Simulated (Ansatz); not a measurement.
Defect: Cu-vacancy pair (Cu on one host Ru site, one Ru site vacant) in hcp Ru, neutral cell. Method: PBE, PAW (plane waves to 420 eV; Ansatz, an electronic-structure program).

36-site cell at the relaxed PBE lattice, a 2×2×2 k-point mesh shifted by half a step along c, smearing 0.10 eV, spin-restricted, no finite-size correction. No zero-point or tunnelling terms. Forms of the defect that were not tried may lie lower. The start lies 0.11 eV above the lowest site run (PBE).

Barriers: single points on a 4×4×4 k-point mesh shifted by half a step along c at the bands' geometries.

Relaxed starting cell (atoms counted from 1):

```yaml
crystal:
  lattice:
    - [8.16420, 0.00000, 0.00000]
    - [-4.08210, 7.07041, 0.00000]
    - [0.00000, 0.00000, 8.58609]
  atoms:
    - { symbol: Cu, position: [0.10845, 0.22132, 0.12457] }
    - { symbol: Ru, position: [0.11032, 0.22217, 0.62458] }
    - { symbol: Ru, position: [0.11358, 0.56025, 0.12463] }
    - { symbol: Ru, position: [0.11124, 0.55633, 0.62460] }
    - { symbol: Ru, position: [0.11088, 0.88576, 0.12455] }
    - { symbol: Ru, position: [0.11158, 0.88950, 0.62452] }
    - { symbol: Ru, position: [0.44684, 0.22111, 0.12450] }
    - { symbol: Ru, position: [0.44608, 0.22194, 0.62462] }
    - { symbol: Ru, position: [0.44620, 0.55550, 0.12459] }
    - { symbol: Ru, position: [0.44441, 0.55483, 0.62458] }
    - { symbol: Ru, position: [0.44345, 0.88650, 0.12457] }
    - { symbol: Ru, position: [0.44641, 0.89088, 0.62459] }
    - { symbol: Ru, position: [0.77802, 0.22284, 0.62459] }
    - { symbol: Ru, position: [0.77684, 0.55479, 0.12465] }
    - { symbol: Ru, position: [0.77805, 0.55412, 0.62463] }
    - { symbol: Ru, position: [0.77367, 0.88061, 0.12458] }
    - { symbol: Ru, position: [0.77766, 0.88907, 0.62457] }
    - { symbol: Ru, position: [0.22122, 0.11181, 0.37496] }
    - { symbol: Ru, position: [0.22124, 0.11187, 0.87423] }
    - { symbol: Ru, position: [0.21920, 0.44315, 0.37633] }
    - { symbol: Ru, position: [0.21924, 0.44327, 0.87271] }
    - { symbol: Ru, position: [0.22344, 0.78041, 0.37562] }
    - { symbol: Ru, position: [0.22339, 0.78037, 0.87358] }
    - { symbol: Ru, position: [0.56187, 0.11390, 0.37215] }
    - { symbol: Ru, position: [0.56199, 0.11399, 0.87711] }
    - { symbol: Ru, position: [0.55568, 0.44264, 0.37438] }
    - { symbol: Ru, position: [0.55571, 0.44270, 0.87474] }
    - { symbol: Ru, position: [0.55553, 0.77837, 0.37580] }
    - { symbol: Ru, position: [0.55559, 0.77838, 0.87348] }
    - { symbol: Ru, position: [0.88647, 0.11096, 0.37614] }
    - { symbol: Ru, position: [0.88647, 0.11093, 0.87295] }
    - { symbol: Ru, position: [0.88946, 0.44174, 0.37468] }
    - { symbol: Ru, position: [0.88956, 0.44183, 0.87427] }
    - { symbol: Ru, position: [0.89048, 0.77793, 0.37542] }
    - { symbol: Ru, position: [0.89050, 0.77797, 0.87379] }
```

End state 1 differs by these moves (Å; atoms that move under 0.08 Å are left out):

```tsv
atom	element	Δx	Δy	Δz
1	Cu	-2.68	0.00	0.00
```

Question: What is the computed forward and backward barriers to end state 1 (PBE, PAW)?

Answer: forward 1.07 eV, backward 1.07 eV; at the saddle point atom 1 has neighbours Ru at 2.41, 2 Ru at 2.46, Ru at 2.61, 4 Ru at 2.87 Å. The program found a first-order saddle point.
